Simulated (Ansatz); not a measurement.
Converging the plane-wave cutoff: MgSc (P4mm, 2 atoms in the cell)

```yaml
crystal:
  lattice:
    - [3.61443, 0.00000, 0.00000]
    - [0.00000, 3.61443, 0.00000]
    - [0.00000, 0.00000, 3.61443]
  atoms:
    - { symbol: Mg, position: [0.00000, 0.00000, 0.01383] }
    - { symbol: Sc, position: [0.50000, 0.50000, 0.50000] }
```

Method of the run: PBEsol, default PAW files made with PBE (plane waves; Ansatz, a quantum-chemistry and plane-wave program).

Base settings: basis.ecutwfc = 30.9 Ry; kpoints.mp_grid.grid = 9 9 9; hamiltonian.xc = pbesol; hamiltonian.pseudopotentials = {kind: paw} (the program's default PAW files); scf.occupations.method = gaussian; scf.occupations.width = 0.0073 Ry.

The second cell is the first with its lattice scaled by 0.98.

The mesh stays at the base's, so the ladder's end is converged at best in this setting alone.

The first pressure column holds Ansatz's estimate of the finite-basis (Pulay) stress, which hides part of the cutoff error; the other is without it.

Only quantities that move along the ladder and can be compared are tabulated.

The count of work is k-points × plane waves × bands × iterations; it is no time. 

The starting cell comes from a database of computed structures (which also holds hypothetical and non-ambient phases and stackings), without a prior relaxation at this level. Its lattice was rescaled by up to half a per cent. One atom was moved a little off its site on purpose.

| basis.ecutwfc | free energy less the last step's (meV/atom) | energy of the compressed cell less the first (meV/atom) | pressure (GPa) | pressure without the Pulay estimate (GPa) | largest difference of a force vector from the last step's (eV/Å) | count of work / last |
|---|---|---|---|---|---|---|
| 10.7 Ry | 17393.14 | -34.49 | -0.02 | -444.54 | 0.120 | 0.079 |
| 12.5 Ry | 6678.08 | 51.99 | -1.67 | -200.36 | 0.029 | 0.098 |
| 14 Ry | 3052.55 | -24.93 | -2.97 | -104.53 | 0.021 | 0.088 |
| 15.4 Ry | 1454.57 | -2.14 | -2.28 | -56.79 | 0.010 | 0.10 |
| 16.9 Ry | 627.25 | 0.38 | -1.20 | -29.04 | 0.005 | 0.11 |
| 18.4 Ry | 260.45 | -7.01 | -1.94 | -15.00 | 0.003 | 0.13 |
| 21.7 Ry | 30.70 | -5.62 | -2.07 | -4.19 | 0.001 | 0.15 |
| 24.6 Ry | 3.43 | -5.51 | -2.05 | -2.34 | 0.000 | 0.20 |
| 27.9 Ry | 0.64 | -5.46 | -2.05 | -2.07 | 0.000 | 0.22 |
| 30.9 Ry | 0.47 | -5.47 | -2.05 | -2.06 | 0.000 | 0.27 |
| 33.8 Ry | 0.35 | -5.48 | -2.05 | -2.06 | 0.000 | 0.30 |
| 37.1 Ry | 0.26 | -5.48 | -2.05 | -2.06 | 0.000 | 0.36 |
| 41.5 Ry | 0.20 | -5.49 | -2.05 | -2.06 | 0.000 | 0.42 |
| 46.3 Ry | 0.13 | -5.49 | -2.05 | -2.06 | 0.000 | 0.51 |
| 54 Ry | 0.08 | -5.49 | -2.05 | -2.06 | 0.000 | 0.62 |
| 61.7 Ry | 0.04 | -5.49 | -2.05 | -2.06 | 0.000 | 0.75 |
| 74.2 Ry | 0.00 | -5.49 | -2.05 | -2.06 | 0.000 | 1.0 |

Coarsest basis.ecutwfc that holds the pressure within 0.5 GPa of the last step, with all finer ones: 18.4 Ry, at 0.13 of the last step's count of work; the step before is off by 0.86 GPa.

Coarsest basis.ecutwfc that holds the pressure without the Pulay estimate within 0.2 GPa of the last step, with all finer ones: 27.9 Ry, at 0.22 of the last step's count of work; the step before is off by 0.29 GPa.

Coarsest basis.ecutwfc that holds the free energy within 2 meV/atom of the last step, with all finer ones: 27.9 Ry, at 0.22 of the last step's count of work; the step before is off by 3.4 meV/atom.

The energy difference between the two cells stays within 1 meV/atom of the last step's from 21.7 Ry on, the total only from 27.9 Ry on: much of the error is common to both cells and cancels.

At the lowest cutoff the pressure without the Pulay estimate lies 442 GPa under the last step's, the usual sign of Pulay stress in an incomplete plane-wave basis.

Keys are those of Ansatz 0.2.
